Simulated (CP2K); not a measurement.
CP2K run on MnS (Fm-3m, 4 atoms in the cell): self-consistent single point.

Level of theory: PBE, GPW, DZVP-MOLOPT-SR-GTH basis, GTH-PBE potentials (GTH_POTENTIALS) (CP2K).

The change in words: lattice scaled by 0.98. Reference geometry:
```
CELL_PARAMETERS angstrom
      6.39317     0.00000     0.00000
      5.32764     3.53396     0.00000
      5.32764     1.60634     3.14778
ATOMIC_POSITIONS crystal
  Mn 0.00000 0.00000 0.00000
  Mn 0.50000 0.50000 0.50000
  S  0.25000 0.25000 0.25000
  S  0.75000 0.75000 0.75000
```
Moments meant for the start (each program seeds them in its own way; μB, in the order of the atoms Mn Mn S S): 5.0 -5.0 0.0 0.0.

Reference input (self-consistent single point, DFT PBE, GPW, DZVP-MOLOPT-SR-GTH basis, GTH-PBE potentials (GTH_POTENTIALS)): UKS = T; CUTOFF = 600 Ry; REL_CUTOFF = 40 Ry; SMEAR/METHOD = FERMI_DIRAC; ELECTRONIC_TEMPERATURE = 232.09 K; KPOINTS/SCHEME = MONKHORST-PACK 4 4 4; GAMMA_CENTERED = T; XC_FUNCTIONAL = PBE; Mn1/BASIS_SET = DZVP-MOLOPT-SR-GTH; Mn1/POTENTIAL = GTH-PBE-q15; Mn2/BASIS_SET = DZVP-MOLOPT-SR-GTH; Mn2/POTENTIAL = GTH-PBE-q15. This run's input differs from it in these lines:

```diff
@@ -66,5 +66,5 @@
     &CELL
-      A 6.39316800 0.00000000 0.00000000
-      B 5.32764000 3.53395700 0.00000000
-      C 5.32764000 1.60634400 3.14777800
+      A 6.26530500 0.00000000 0.00000000
+      B 5.22108700 3.46327800 0.00000000
+      C 5.22108700 1.57421700 3.08482300
       PERIODIC XYZ
```

Output (repeated stretches shortened):

```
 SCF WAVEFUNCTION OPTIMIZATION

  Step     Update method      Time    Convergence         Total energy    Change
     1 NoMix/Diag. 0.30E+00      -     0.90359547      -229.1209215630 -2.29E+02
     2 Broy./Diag. 0.30E+00      -     0.01094658      -227.6292913812  1.49E+00
     3 Broy./Diag. 0.30E+00      -     0.03636900      -228.3965638511 -7.67E-01
     4 Broy./Diag. 0.30E+00      -     0.01270867      -228.8977976865 -5.01E-01
     5 Broy./Diag. 0.30E+00      -     0.00274381      -228.6930059447  2.05E-01
     6 Broy./Diag. 0.30E+00      -     0.00531812      -228.7146667326 -2.17E-02
   [... 11 lines left out ...]
    18 Broy./Diag. 0.30E+00      -     0.00000547      -228.7448830596  1.74E-04
    19 Broy./Diag. 0.30E+00      -     0.00000158      -228.7446608055  2.22E-04
    20 Broy./Diag. 0.30E+00      -     0.00000139      -228.7447170115 -5.62E-05
    21 Broy./Diag. 0.30E+00      -     0.00000057      -228.7447391252 -2.21E-05
  *** SCF run converged in    21 steps ***

  Overlap energy of the core charge distribution:               0.00000000000000
  Self energy of the core charge distribution:               -396.14720660848337
  Core Hamiltonian energy:                                    107.70033814070732
  Hartree energy:                                              87.71999402332722
  Exchange-correlation energy:                                -28.01786468078882
  Electronic entropic energy:                                  -0.00000000000059
  Fermi energy:                                                 0.33474851175125

  Total energy:                                              -228.74473912523828
  Total energy (extrapolated to T->0):                       -228.74473912523800

   [... lines left out ...]

 STRESS| Analytical stress tensor [bar]
 STRESS|                        x                   y                   z
 STRESS|      x        4.50101211287E+03  -3.05795635437E+03  -1.87237424433E+03
 STRESS|      y       -3.05795635437E+03   1.37207895228E+04  -5.64750326228E+02
 STRESS|      z       -1.87237424433E+03  -5.64750326228E+02   1.42969471300E+04
 STRESS| 1/3 Trace                                             1.08395829219E+04
```

The run converged in 21 iterations. Against the reference run the free energy falls by 8.6 meV/atom, the pressure goes from -3.46 to 1.08 GPa and the gap on the mesh goes from 1.180 to 0.976 eV.

The starting cell has typed, rounded lattice constants, without a prior relaxation at this level. For this run, on top of that: lattice scaled by 0.98. The magnetic order is the one reached from the typed start; others were not searched systematically. Values carry the incompleteness of an atom-centred basis.

Cost on one core of a shared machine: roughly 3 min.
